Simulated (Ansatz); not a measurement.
## SrTiO3: response to strain

Take SrTiO3 in the cubic perovskite structure (space group Pm-3m, No. 221; a = 3.854 Å) as the base. Axes: x, y, z lie along the cube axes.

Strains are applied to the cell and any free atomic positions relax; under biaxial strain the out-of-plane vector relaxes too.

Calculations: Ansatz (a first-principles code) LDA, no spin-orbit coupling.

Notes on the quantities. energy relative to the base: free energy F.

```csv
"biaxial strain, plane normal [111], relaxed out of plane (%)",energy relative to the base (meV/atom)
-2.5,18.6
-2,11.8
-1.5,6.6
-1,2.9
-0.5,?
0,0.0
```

Q: Fit ΔE = Aε² + Bε³ (ε in %) to the rows shown and predict the withheld row.

A: Least squares on the printed values gives A = 2.86 and B = -0.047 meV/atom (largest residual 0.0 meV/atom); this predicts 0.7 meV/atom, and the run gives 0.7 meV/atom, in agreement.

Stability against distortions was not tested. The final runs are not spin-polarised. Many cubic perovskites are stable only at high temperature; tilts and polar distortions were not tested.
